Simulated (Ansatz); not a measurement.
```
GaCuSe2
1.0
   -2.78502     2.78502     5.49586
    2.78502    -2.78502     5.49586
    2.78502     2.78502    -5.49586
Ga Cu Se
2 2 4
Direct
  0.50000   0.50000   0.00000
  0.25000   0.75000   0.50000
  0.00000   0.00000   0.00000
  0.75000   0.25000   0.50000
  0.87500   0.88320   0.50820
  0.11680   0.62500   0.99180
  0.37500   0.36680   0.49180
  0.63320   0.12500   0.00820
```

No spin polarisation.

Level of theory: PBEsol (Ansatz, an electronic-structure program; PAW; 420 eV plane waves; no spin-orbit coupling). Settings: 8×8×8 k-points, 0.05 eV Fermi–Dirac smearing.

Problem. Predict the valence-band top at Γ, stress and gap character.

Solution. The valence-band top at Γ (three highest levels, from the VBM) is 0.00, -0.11, -0.11 eV and the stress (xx, yy, zz, yz, xz, xy; compression positive) comes out as (0.44, 0.44, 0.73, 0.00, 0.00, 0.00) GPa. The gap character is direct at Γ.

The cells carry an imposed strain or load. Whether these cells are dynamically stable was not tested. All final runs are without spin polarisation. The cell was made from GaCuSe2 in the chalcopyrite structure (space group I-42d, No. 122) by this change: uniaxial strain ε_zz = −0.75 %. A zero or small gap of GaCuSe2 can be the functional's error rather than a property of the material.
